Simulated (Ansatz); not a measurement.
The starting structures come from a database of crystals and need not be the phases stable at ambient conditions.

The decay constant κ of evanescent states in the gap governs leakage through a thin film.

Here is the system:

```xyz
12
Lattice="7.8922 0.0000 0.0000 3.9461 7.3328 0.0000 3.9461 -0.7079 2.1655" Properties=species:S:1:pos:R:3 pbc="T T T"
Ba     7.8922     3.3125     1.0828
Mg    10.5229     5.8832     1.9231
Mg     5.2615     0.7417     0.2425
Fe     0.0000     0.0000     0.0000
H      7.2631     0.5652     1.3311
H      8.5213     6.0597     0.8344
H      1.2582     0.9038     0.2954
H     14.5262     5.7212     1.8701
H      3.3170     0.5345     1.4253
H     12.4673     6.0905     0.7403
H     10.5229     4.0359     1.3192
H      5.2615     2.5890     0.8463
```

The cell is taken as given; by r2SCAN it stands under a pressure of -1.6 GPa.

Transport runs along the normal of the first two printed cell vectors, the (111) plane of the conventional cell.

The gap is the functional's own. No spin-orbit coupling. Mid-gap values are those at the computed energy nearest the middle.

### Question
Estimate the band gap and the smallest decay constant κ at mid-gap that r2SCAN (Ansatz, a first-principles code) returns for this system.

### Answer
Gap 1.92 eV on a 14×14×14 mesh; κ = 0.381 1/Å, at the zone centre.
